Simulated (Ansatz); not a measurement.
# What isotropic strain −0.50 % does to LiCl

Consider LiCl in the rock salt structure (space group Fm-3m, No. 225; a = 5.150 Å).

Perturbation: every lattice vector is shortened by 0.50 %; the atoms relax in the strained cell.

The values are results of DFT with PBE, PAW potentials and a 420 eV plane-wave cutoff in Ansatz (a first-principles code), no spin-orbit coupling, not measurements. Γ-centred 11×11×11 mesh, Fermi–Dirac width 0.05 eV.

```tsv
quantity	base	changed	shift
volume per atom	17.08 Å³	16.82 Å³	-0.255 Å³
space group	Fm-3m (No. 225)	Fm-3m (No. 225)	–
shortest interatomic distance	2.575 Å	2.562 Å	-0.013 Å
energy relative to the base (free energy F)	0 meV/atom	+0.4 meV/atom	+0.4 meV/atom
band gap	6.26 eV	6.34 eV	+0.085 eV
gap character	direct at Γ	direct at Γ	–
mean gap deformation potential ΔEg/Δln V	–	-5.7 eV	–
width of the top valence band	1.08 eV	1.11 eV	+0.03 eV
electron mass	0.47 mₑ (at Γ)	0.47 mₑ (at Γ)	–
valley order (the lowest conduction-band minima on the path, energy above the VBM, named in the base's zone)	Γ 6.26 eV; L along ⟨111⟩ 6.73 eV; X along ⟨100⟩ 7.80 eV	Γ 6.34 eV; L along ⟨111⟩ 6.74 eV; X along ⟨100⟩ 7.83 eV	–
```

Final structure:

```xyz
2
Lattice="0.0000 2.5623 2.5623 2.5623 0.0000 2.5623 2.5623 2.5623 0.0000" Properties=species:S:1:pos:R:3 pbc="T T T"
Li     0.0000     0.0000     0.0000
Cl     2.5623     2.5623     2.5623
```

Cost of the whole job for the changed cell (relaxation, final SCF and bands): very roughly 6 core-seconds.

Effective masses come from finite differences of ±0.01 Å⁻¹. Whether these cells are dynamically stable was not tested.
